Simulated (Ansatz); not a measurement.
The decay constant κ of evanescent states in the gap governs leakage through a thin film.

Here is the system:

```xyz
2
Lattice="4.1620 0.0000 0.0000 -2.0810 3.6044 0.0000 2.0810 -1.2015 3.3982" Properties=species:S:1:pos:R:3 pbc="T T T"
Cd     0.0000     0.0000     0.0000
S      0.0000     2.4029     0.8496
```

The cell is taken as given.

Transport runs along the normal of the first two printed cell vectors, the (111) plane of the conventional cell.

The gap is the functional's own. No spin-orbit coupling. Mid-gap values are those at the computed energy nearest the middle.

Q: Compute, with r2SCAN (Ansatz, a first-principles code), the band gap and the smallest decay constant κ at mid-gap.

A: Gap 1.53 eV on a 10×10×10 mesh; κ = 0.119 1/Å, at the zone centre.
